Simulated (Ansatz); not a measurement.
Data:

```
CELL_PARAMETERS angstrom
      4.35650     0.00000     0.00000
      2.17825     3.77284     0.00000
      0.00000     0.00000     7.19075
ATOMIC_POSITIONS crystal
  Cd 0.33333 0.33333 0.00128
  Cd 0.66667 0.66667 0.50128
  Se 0.33333 0.33333 0.37472
  Se 0.66667 0.66667 0.87472
```

No spin polarisation.

Calculations: PBE/PAW in Ansatz (an electronic-structure program), no SOC. k-mesh 9×9×5 (Γ-centred); smearing 0.05 eV (Fermi–Dirac).

Task: Predict the band gap, in-plane stress and valence-band top at Γ.

Result: 
- Band gap = 0.54 eV
- Mean in-plane stress (compression positive) = +0.5 GPa
- Valence-band top at Γ (three highest levels, from the VBM) = 0.00, 0.00, -0.09 eV

The cells carry an imposed strain or load. Stability against distortions was not tested. The cell was made from CdSe in the wurtzite structure (space group P6_3mc, No. 186) by this change: biaxial strain −0.60 %, plane normal [001], relaxed out of plane.
